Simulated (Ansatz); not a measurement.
## Sn: element substitutions

Base system: Sn (space group I4_1/amd, No. 141).

```
CELL_PARAMETERS angstrom
     -2.94311     2.94311     1.59186
      2.94311    -2.94311     1.59186
      2.94311     2.94311    -1.59186
ATOMIC_POSITIONS crystal
  Sn 0.75000 0.25000 0.50000
  Sn 0.00000 0.00000 0.00000
```

Each row replaces one element on all its sites; cell and atoms are relaxed.

Calculations: r2SCAN (Ansatz, a quantum-chemistry and plane-wave program, PAW, without spin-orbit coupling).

Candidates:
(a) Sn → Ga
(b) Sn → Si
(c) Sn → Pb
(d) Sn → Ge

Before the change:

| Quantity | Value |
|---|---|
| Lattice parameter a | 5.886 Å |

**Question.** Order them by lattice parameter a, lowest first.

**Answer.** (b) Sn → Si (4.792 Å), (d) Sn → Ge (5.132 Å), (a) Sn → Ga (5.253 Å), (c) Sn → Pb (6.210 Å)

Whether these cells are dynamically stable was not tested. As relaxed here, Ga and Pb are hypothetical phases, not in the database extracts checked. For Si and Ge in this form, whether it has been made was not checked. This is not the structure that Si has at room temperature and ambient pressure. This is not the structure that Ge has at room temperature and ambient pressure.
